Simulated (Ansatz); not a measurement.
Defect migration in beta Ge3N4: interstitial H, charge state +1. Method: PBE, PAW (plane waves to 420 eV; Ansatz, an electronic-structure program).

Cell of 84 host sites held at the relaxed PBE lattice; one k-point at (0.250, 0.250, 0.250); Fermi-Dirac width 0.01 eV, spin-restricted; finite-size errors left in. Static, classical nuclei. The charge state is imposed; whether it is stable for some Fermi level was not computed. Sites that were not tried may lie lower.

Barriers: single points on a 2×2×2 k-point mesh shifted by half a step along c at the bands' geometries.

A. a direct jump of one H atom (a rearrangement that moves the defect's centre by under 1 Å); the atom moves 0.60 Å along (0.00, 0.00, -0.19) of the unit cell; the moving atom starts with neighbours N at 1.07, N at 1.75 Å and ends with N at 1.07, N at 1.75 Å; saddle order not checked, on a symmetry element.
B. a concerted move, in which H travels most; the atom moves 2.52 Å along (0.00, 0.00, 0.81) of the unit cell; the moving atom starts with neighbours N at 1.07, N at 1.75 Å and ends with N at 1.07, N at 1.75 Å; saddle order not checked, on a symmetry element.

A band can be held on a symmetry element, so unchecked saddle points there may be too high.

Problem. Rank these by forward barrier (lowest first), as PBE, PAW gives it.

Solution. A (0.16 eV), B (1.65 eV)
